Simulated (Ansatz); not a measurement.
# What pressure 30 GPa does to Cu

The parent structure is Cu in the fcc (Cu type) structure (space group Fm-3m, No. 225; a = 3.577 Å).

Now apply this change: a hydrostatic pressure of 30 GPa.

Method: r2SCAN (Ansatz, a first-principles code), spin-orbit coupling left out. Γ-centred 22×22×22 mesh, Fermi–Dirac width 0.05 eV.

```tsv
quantity	base	changed	shift
volume per atom	11.44 Å³	10.03 Å³	-1.41 Å³
density	9.22 g/cm³	10.52 g/cm³	+1.30 g/cm³
lattice parameter a	357.7 pm	342.3 pm	-15.4 pm
shortest interatomic distance	252.9 pm	242.0 pm	-10.9 pm
enthalpy H = E + PV relative to the base's energy	–	+1.99 eV/atom	–
band gap	zero	zero	–
```

Final structure:

```yaml
crystal:
  lattice:
    - [0.00000, 1.71152, 1.71152]
    - [1.71152, 0.00000, 1.71152]
    - [1.71152, 1.71152, 0.00000]
  atoms:
    - { symbol: Cu, position: [0.00000, 0.00000, 0.00000] }
```

Load acts through the strain it causes; cell and atoms are relaxed under it. Whether these cells are dynamically stable was not tested. Competing high-pressure phases were not computed. All final runs are without spin polarisation.
